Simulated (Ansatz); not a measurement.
```yaml
crystal:
  lattice:
    - [6.43193, -0.00032, 0.07952]
    - [-0.00036, 6.43217, 0.05554]
    - [-2.61254, 3.18321, 27.49166]
  atoms:
    - { symbol: B, position: [0.11351, 0.92755, 0.17370] }
    - { symbol: B, position: [0.61680, 0.92996, 0.17092] }
    - { symbol: B, position: [0.11025, 0.43006, 0.17092] }
    - { symbol: B, position: [0.61538, 0.42970, 0.17349] }
    - { symbol: B, position: [0.83100, 0.23050, 0.08828] }
    - { symbol: B, position: [0.33158, 0.21411, 0.09171] }
    - { symbol: B, position: [0.83797, 0.73234, 0.08686] }
    - { symbol: B, position: [0.33876, 0.71587, 0.09012] }
    - { symbol: B, position: [0.17327, 0.84127, 0.33630] }
    - { symbol: B, position: [0.67182, 0.83745, 0.33888] }
    - { symbol: B, position: [0.17355, 0.34368, 0.33887] }
    - { symbol: B, position: [0.67025, 0.34269, 0.33609] }
    - { symbol: B, position: [0.89433, 0.13391, 0.25534] }
    - { symbol: B, position: [0.39416, 0.13649, 0.25468] }
    - { symbol: B, position: [0.89201, 0.63406, 0.25513] }
    - { symbol: B, position: [0.39182, 0.63669, 0.25443] }
    - { symbol: B, position: [0.94252, 0.05255, 0.41802] }
    - { symbol: B, position: [0.44395, 0.04379, 0.41980] }
    - { symbol: B, position: [0.95826, 0.55010, 0.42137] }
    - { symbol: B, position: [0.45993, 0.54171, 0.42301] }
    - { symbol: P, position: [0.09431, 0.19101, 0.13138] }
    - { symbol: P, position: [0.59898, 0.21054, 0.13121] }
    - { symbol: P, position: [0.10000, 0.71061, 0.13053] }
    - { symbol: P, position: [0.60439, 0.69324, 0.13033] }
    - { symbol: P, position: [0.36645, 0.98704, 0.05039] }
    - { symbol: P, position: [0.73863, 0.00867, 0.04755] }
    - { symbol: P, position: [0.27058, 0.48023, 0.05094] }
    - { symbol: P, position: [0.90682, 0.50196, 0.04859] }
    - { symbol: P, position: [0.16005, 0.11501, 0.29656] }
    - { symbol: P, position: [0.65816, 0.11109, 0.29651] }
    - { symbol: P, position: [0.15724, 0.61313, 0.29600] }
    - { symbol: P, position: [0.65521, 0.61379, 0.29595] }
    - { symbol: P, position: [0.38032, 0.90861, 0.21314] }
    - { symbol: P, position: [0.87821, 0.90542, 0.21399] }
    - { symbol: P, position: [0.37655, 0.40913, 0.21308] }
    - { symbol: P, position: [0.87902, 0.40607, 0.21393] }
    - { symbol: P, position: [0.20106, 0.07768, 0.45889] }
    - { symbol: P, position: [0.70820, 0.98093, 0.45943] }
    - { symbol: P, position: [0.22240, 0.43938, 0.46120] }
    - { symbol: P, position: [0.72950, 0.60635, 0.46220] }
    - { symbol: P, position: [0.42852, 0.81392, 0.37958] }
    - { symbol: P, position: [0.94593, 0.82030, 0.37846] }
    - { symbol: P, position: [0.44619, 0.31812, 0.37939] }
    - { symbol: P, position: [0.92668, 0.32471, 0.37828] }
    - { symbol: N, position: [0.93401, 0.47380, 0.63572] }
    - { symbol: N, position: [0.53528, 0.67368, 0.63651] }
    - { symbol: N, position: [0.73532, 0.07367, 0.63553] }
    - { symbol: N, position: [0.33432, 0.27508, 0.63584] }
    - { symbol: N, position: [0.13595, 0.87472, 0.63551] }
    - { symbol: N, position: [0.81152, 0.81163, 0.56068] }
    - { symbol: N, position: [0.41226, 0.01581, 0.55921] }
    - { symbol: N, position: [0.60369, 0.41161, 0.55880] }
    - { symbol: N, position: [0.20572, 0.61989, 0.55788] }
    - { symbol: N, position: [0.00494, 0.21677, 0.55643] }
    - { symbol: N, position: [0.99065, 0.38972, 0.79417] }
    - { symbol: N, position: [0.59010, 0.59028, 0.79350] }
    - { symbol: N, position: [0.79044, 0.99025, 0.79378] }
    - { symbol: N, position: [0.39053, 0.19023, 0.79361] }
    - { symbol: N, position: [0.19016, 0.79021, 0.79372] }
    - { symbol: N, position: [0.86339, 0.73134, 0.71631] }
    - { symbol: N, position: [0.46330, 0.93138, 0.71643] }
    - { symbol: N, position: [0.66313, 0.33170, 0.71616] }
    - { symbol: N, position: [0.26319, 0.53151, 0.71619] }
    - { symbol: N, position: [0.06270, 0.13187, 0.71565] }
    - { symbol: N, position: [0.04642, 0.30305, 0.95349] }
    - { symbol: N, position: [0.64182, 0.50438, 0.95207] }
    - { symbol: N, position: [0.84971, 0.90251, 0.95097] }
    - { symbol: N, position: [0.44757, 0.11033, 0.94923] }
    - { symbol: N, position: [0.24478, 0.71115, 0.95069] }
    - { symbol: N, position: [0.91790, 0.64687, 0.87407] }
    - { symbol: N, position: [0.51861, 0.84783, 0.87343] }
    - { symbol: N, position: [0.71931, 0.24632, 0.87433] }
    - { symbol: N, position: [0.31838, 0.44840, 0.87438] }
    - { symbol: N, position: [0.11949, 0.04786, 0.87423] }
    - { symbol: Ti, position: [0.83812, 0.77488, 0.63686] }
    - { symbol: Ti, position: [0.43494, 0.97599, 0.63671] }
    - { symbol: Ti, position: [0.63542, 0.37048, 0.63663] }
    - { symbol: Ti, position: [0.23269, 0.57352, 0.63662] }
    - { symbol: Ti, position: [0.03510, 0.17387, 0.63654] }
    - { symbol: Ti, position: [0.89822, 0.51604, 0.55594] }
    - { symbol: Ti, position: [0.50957, 0.71175, 0.56296] }
    - { symbol: Ti, position: [0.70831, 0.10834, 0.55542] }
    - { symbol: Ti, position: [0.30335, 0.32392, 0.55589] }
    - { symbol: Ti, position: [0.11500, 0.91985, 0.55602] }
    - { symbol: Ti, position: [0.89074, 0.68860, 0.79525] }
    - { symbol: Ti, position: [0.49142, 0.88878, 0.79623] }
    - { symbol: Ti, position: [0.69136, 0.28970, 0.79528] }
    - { symbol: Ti, position: [0.29035, 0.48943, 0.79549] }
    - { symbol: Ti, position: [0.09059, 0.09010, 0.79417] }
    - { symbol: Ti, position: [0.96295, 0.43173, 0.71515] }
    - { symbol: Ti, position: [0.56218, 0.63288, 0.71352] }
    - { symbol: Ti, position: [0.76284, 0.03208, 0.71510] }
    - { symbol: Ti, position: [0.36216, 0.23227, 0.71468] }
    - { symbol: Ti, position: [0.16287, 0.83303, 0.71464] }
    - { symbol: Ti, position: [0.93955, 0.60160, 0.95401] }
    - { symbol: Ti, position: [0.54558, 0.80905, 0.94704] }
    - { symbol: Ti, position: [0.74756, 0.19650, 0.95373] }
    - { symbol: Ti, position: [0.34342, 0.41322, 0.95365] }
    - { symbol: Ti, position: [0.15616, 0.00600, 0.95493] }
    - { symbol: Ti, position: [0.01839, 0.34763, 0.87350] }
    - { symbol: Ti, position: [0.61881, 0.54524, 0.87334] }
    - { symbol: Ti, position: [0.82174, 0.94816, 0.87315] }
    - { symbol: Ti, position: [0.41703, 0.15093, 0.87302] }
    - { symbol: Ti, position: [0.21607, 0.74755, 0.87319] }
```

The first 44 atoms are the substrate (BP-zb), the rest the film (TiN-rs).

Computed with PBE (plane waves to 420 eV, PAW; Ansatz, an electronic-structure program). No spin–orbit coupling; the runs are not spin-polarised; PBE gaps are too small against experiment. Its k-point mesh 4×4×1, Fermi–Dirac width 0.05 eV.

Describe the bonding at the interfaces and give the barriers.

A periodic stack without vacuum, rock-salt TiN (0 0 1) on zinc-blende BP (0 0 1) (film strained to the substrate, started from cuts of the bulks and a machine-learned relaxation): substrate slab B20P24, film N30Ti30, surface cells [[2, 0], [2, 2]] and [[-3, -1], [-1, -2]], film strained by -4.2 and -4.2 %, outermost planes P/P and NTi/NTi as cut, which need not be the usual terminations and can put a slab off its formula.
| Quantity | Result |
|---|---|
| interface area | 41.4 Å² |
| period | 27.49 Å |
| gaps between the outermost planes at the two interfaces | 2.56 and 2.55 Å |
| P–Ti contacts across the interfaces within 1.22 times the sum of covalent radii | 8, mean 2.78 Å |
| hole barrier (PBE) | 0.05 eV |
| electron barrier (PBE) | 1.20 eV |
